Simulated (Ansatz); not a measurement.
**A computed series for La2O3: pressure series**

Take La2O3 (space group P-3m1, No. 164; a = 3.9352 Å, c = 6.1257 Å) as the base.

Cell and atoms are relaxed at each pressure.

Level of theory: r2SCAN in Ansatz (plane waves to 500 eV, PAW, without spin-orbit coupling), earlier PAW set.

Notes on the quantities. enthalpy: H = E + PV relative to the base's energy.

| case | band gap | shortest interatomic distance | density | enthalpy |
|---|---|---|---|---|
| base | 4.23 eV | 2.366 Å | 6.59 g/cm³ | – |
| pressure −2 GPa | 4.22 eV | 2.374 Å | 6.47 g/cm³ | -0.21 eV/atom |
| pressure −1 GPa | 4.22 eV | 2.370 Å | 6.53 g/cm³ | -0.10 eV/atom |
| pressure 0.9 GPa | 4.23 eV | 2.362 Å | 6.64 g/cm³ | +0.09 eV/atom |
| pressure 2.1 GPa | 4.23 eV | 2.358 Å | 6.70 g/cm³ | +0.21 eV/atom |
| pressure 4.5 GPa | 4.23 eV | 2.350 Å | 6.83 g/cm³ | +0.45 eV/atom |
| pressure 9 GPa | 4.21 eV | 2.336 Å | 7.05 g/cm³ | +0.89 eV/atom |
| pressure 15 GPa | 4.17 eV | 2.322 Å | 7.33 g/cm³ | +1.45 eV/atom |
| pressure 22.5 GPa | 4.11 eV | 2.306 Å | 7.64 g/cm³ | +2.13 eV/atom |
| pressure 30 GPa | 4.08 eV | 2.292 Å | 7.91 g/cm³ | +2.78 eV/atom |

Load acts through the strain it causes; cell and atoms are relaxed under it. No phonon test of stability was made. Competing high-pressure phases were not computed.

Ansatz is a quantum-chemistry and plane-wave program.
